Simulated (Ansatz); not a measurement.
We consider HfSiO₄ (I4₁/amd, No. 141, 12 atoms in the cell; start COD 9000852), described by HSE06 (Ansatz, an electronic-structure program, PAW).

Run with plane-wave cutoff 460 eV, 6×6×6 k mesh, Fermi–Dirac smearing 0.01 eV, scalar-relativistic PAW data made under PBE.

Cell (measured lattice):

```cif
data_Hf2O8Si2
_chemical_formula_sum 'Hf2 Si2 O8'
_space_group_name_H-M_alt 'P 1'
_space_group_IT_number 1
_cell_length_a 5.52167
_cell_length_b 5.52167
_cell_length_c 5.52167
_cell_angle_alpha 106.953
_cell_angle_beta 106.953
_cell_angle_gamma 114.635
loop_
_space_group_symop_operation_xyz
  'x, y, z'
loop_
_atom_site_label
_atom_site_type_symbol
_atom_site_fract_x
_atom_site_fract_y
_atom_site_fract_z
_atom_site_occupancy
Hf1 Hf 0.75000 0.25000 0.50000 1
Hf2 Hf 0.00000 0.00000 0.00000 1
Si1 Si 0.25000 0.75000 0.50000 1
Si2 Si 0.50000 0.50000 0.00000 1
O1 O 0.13530 0.31980 0.81550 1
O2 O 0.06980 0.75430 0.68450 1
O3 O 0.50430 0.31980 0.18450 1
O4 O 0.06980 0.38530 0.31550 1
O5 O 0.61470 0.93020 0.68450 1
O6 O 0.68020 0.86470 0.18450 1
O7 O 0.24570 0.93020 0.31550 1
O8 O 0.68020 0.49570 0.81550 1
```

Task: What does this level give for the band gap, smallest direct gap on the k points sampled and Γ–Γ gap?

Result: 
band gap: 7.27 eV
smallest direct gap on the k points sampled: 7.67 eV
Γ–Γ gap: 7.74 eV

Note: the file's cell can be that of a phase stable at another temperature; cell and atoms aren't relaxed at this level (largest force component 0.03 eV/Å, pressure 1.1 GPa).

Spin–orbit coupling is not included.

Static lattice: no zero-point or thermal effects.
